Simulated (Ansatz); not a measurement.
# Ansatz run on Ta₂Si (I4/mcm, 6 atoms in the cell): self-consistent single point

Computed with LDA (PW92), default PAW files made with PBE (plane waves; Ansatz, a first-principles code).

The input file:

Ansatz 0.2 input:
```yaml
crystal:
  lattice:
    - [-3.078502, 3.078502, 2.516069]
    - [3.078502, -3.078502, 2.516069]
    - [3.078502, 3.078502, -2.516069]
  atoms:
    - { symbol: Ta, position_ang: [2.071278, 1.007224, 2.516069] }
    - { symbol: Ta, position_ang: [1.007224, 2.071278, 0.000000] }
    - { symbol: Ta, position_ang: [-1.007224, 2.071278, 2.516069] }
    - { symbol: Ta, position_ang: [4.085726, 1.007224, -0.000000] }
    - { symbol: Si, position_ang: [0.000000, 0.000000, 1.258034] }
    - { symbol: Si, position_ang: [0.000000, -0.000000, 3.774103] }
basis:
  ecutwfc: 420.0
kpoints:
  mp_grid: { grid: [9, 9, 9] }
hamiltonian:
  xc: lda
  pseudopotentials: { kind: paw }
scf:
  occupations: { method: gaussian, width: 0.1 }
output:
  forces: true
  eigenvalues: true
  stress: true
```

Output (repeated stretches shortened):

```
WARN ansatz: RAYON_NUM_THREADS=1 ignored (pool sized by the plan → 1); use --threads N
Pseudopotentials: kind: paw
Pseudopotential: Ta, paw, valence charge 13
Pseudopotential: Si, paw, valence charge 4
Crystal: 6 atoms, lattice volume = 95.381 Å³
Basis set: ecut = 420 eV, 1881 PW (Γ)
Bands: 36, of which v1, the nominal top of the filled ones, is band 30 counted from 1 (29 counted from 0)
Symmetry: 16 space group operations
Space group: I4/mcm (ITA 140), of the structure as read, at distance tolerance 4.6e-5 Å
k-points: 75 of 729
PAW frozen core: Ta, regenerated for the run's functional, and the local potential with it
PAW frozen core: Si, regenerated for the run's functional, and the local potential with it
Initial density: superposition of atomic densities (neutral atoms: chi_scale 0, normalization atom), corrected by the library's trained network
Initial wavefunctions: pseudopotential atomic-orbital guess
Eigensolver: davidson
Functional: x = slater, c = lda
SCF iter   1: F=—  HF=-39951.218643 eV  |F-HF|=—  |Δ(HF+E_count)|=         —  Δρ=5.16e-3  dr2=1.83e-2  ethr=1.77e-3  ⟨swp⟩=5.6  Hψ=11347  notcnv=0
all-band conjugate gradients solve this SCF's bands
preconditioner: auto → Kerker (q_TF=auto, 2.525 Å⁻¹)
SCF iter   2: F=—  HF=-39951.215946 eV  |F-HF|=—  |Δ(HF+E_count)|=   2.70e-3  Δρ=3.05e-3  dr2=5.73e-3  ethr=3.05e-5  ⟨swp⟩=1.9  Hψ=3617  notcnv=0
SCF iter   3: F=—  HF=-39951.214911 eV  |F-HF|=—  |Δ(HF+E_count)|=   1.04e-3  Δρ=4.11e-4  dr2=1.37e-4  ethr=9.55e-6  ⟨swp⟩=2.1  Hψ=3329  notcnv=0
SCF iter   4: F=—  HF=-39951.214874 eV  |F-HF|=—  |Δ(HF+E_count)|=   3.63e-5  Δρ=7.77e-5  dr2=2.64e-6  ethr=2.28e-7  ⟨swp⟩=2.0  Hψ=3694  notcnv=0
SCF iter   5: F=—  HF=-39951.214873 eV  |F-HF|=—  |Δ(HF+E_count)|=   1.67e-6  Δρ=7.01e-6  dr2=6.04e-8  ethr=4.40e-9  ⟨swp⟩=2.0  Hψ=3718  notcnv=0
SCF iter   6: F=-39951.214873 eV  HF=-39951.214873 eV  |F-HF|=4.10e-9  |Δ(HF+E_count)|=   1.16e-8  Δρ=1.75e-6  dr2=5.37e-9  ethr=1.01e-10  ⟨swp⟩=6.6  Hψ=10641  notcnv=0
SCF 1 converged in 6 iterations: F = -39951.214873 eV  dr2 = 5.37e-9
SCF converged after 6 iterations
Free energy (F): -39951.214873 eV
Harris-Foulkes:  -39951.214873 eV  (|F-HF|=4.10e-9)
Internal energy: -39951.198328 eV  (E = F + TS)
E sigma→0 (E₀):  -39951.206600 eV
Entropy (-TS):   -0.016544 eV (-2.757 meV/atom)
Fermi energy:    17.418298 eV
--- Per-component energies (eV) ---
  E_band       = -425.130500
  E_kinetic    = 1556.161337
  E_local      = -2495.180820  (includes V_loc(G=0)·N_el)
  E_nonlocal   = 133.795149
  E_hartree    = 888.649668
  E_xc         = -982.877116
  E_vxc        = -918.200021  (∫ρ·V_xc dr)
  E_paw        = -33568.409641  (= ΣΔE_a)
  E_vpaw       = -479.007722  (= ΣTr[D̂ρ^β])
  E_aug_tail   = 0.000566  (compensation charges beyond the density's cutoff)
  E_ewald      = -5484.541744
  E_core_change = 1.204273  (= ΣΔE_core)
  E_smearing   = -0.016544  (= −TS)
  E_closure    = 0.000000  (closes the sum)
  Σ components = -39951.214873   (vs F -39951.214873, Δ=0.00e0)
--- Forces (eV/Å), atoms counted from 1 ---
  atom   1  Ta     0.04958982    -0.04958982     0.00000000
  atom   2  Ta    -0.04958982     0.04958982     0.00000000
  atom   3  Ta     0.04958982     0.04958982     0.00000000
  atom   4  Ta    -0.04958982    -0.04958982     0.00000000
  atom   5  Si     0.00000000    -0.00000000     0.00000000
  atom   6  Si    -0.00000000     0.00000000     0.00000000
  max |Σ_I F_I| component: 2.78e-17 eV/Å
--- Stress (GPa, compression-positive) ---
       -6.129396       0.000000       0.000000
        0.000000      -6.129396      -0.000000
        0.000000      -0.000000      -4.902164
  P = ⅓ Tr σ = -5.7203 GPa (-57.203 kbar)
  The stress holds the Pulay correction. Without it, at fixed plane waves, as pw.x and ABINIT print it: P = -5.7697 GPa
--- Band table (eV; the first three rows and the last of 75) ---
  k-point 0: bands = ["-50.3260", "-50.2863", "-50.2426", "-50.2426", "-17.0454", "-17.0454", "-17.0358", "-16.9903", "-16.9903", "-16.9500", "-16.9450", "-16.8334", "-16.6986", "-16.4452", "-16.4332", "-16.4332", "5.3749", "9.9468", "12.4872", [...]
  k-point 1: bands = ["-50.3242", "-50.2862", "-50.2444", "-50.2426", "-17.0720", "-17.0458", "-17.0109", "-17.0033", "-16.9906", "-16.9361", "-16.9326", "-16.8410", "-16.6815", "-16.4511", "-16.4489", "-16.4340", "5.4787", "10.0164", "12.1400", [...]
  k-point 2: bands = ["-50.3195", "-50.2858", "-50.2497", "-50.2426", "-17.0834", "-17.0419", "-17.0317", "-16.9987", "-16.9913", "-16.9200", "-16.8934", "-16.8583", "-16.6406", "-16.4969", "-16.4603", "-16.4362", "5.7667", "10.2095", "11.4379", [...]
  k-point 74: bands = ["-50.2841", "-50.2808", "-50.2664", "-50.2662", "-17.2018", "-17.1574", "-17.0342", "-16.9568", "-16.9329", "-16.8675", "-16.7981", "-16.7292", "-16.5706", "-16.5650", "-16.5295", "-16.5226", "7.3729", "10.2980", "11.1186", [...]
```

The run converged in 6 iterations.

The starting cell comes from a database of computed structures (which also holds hypothetical and non-ambient phases and stackings), without a prior relaxation at this level. Its lattice was rescaled by up to half a per cent. Spin-orbit coupling is off. Spin polarisation is off. With a pressure of about -6 GPa the cell is away from its equilibrium volume at this level. Ansatz's pressure includes its estimate of the finite-basis (Pulay) stress.
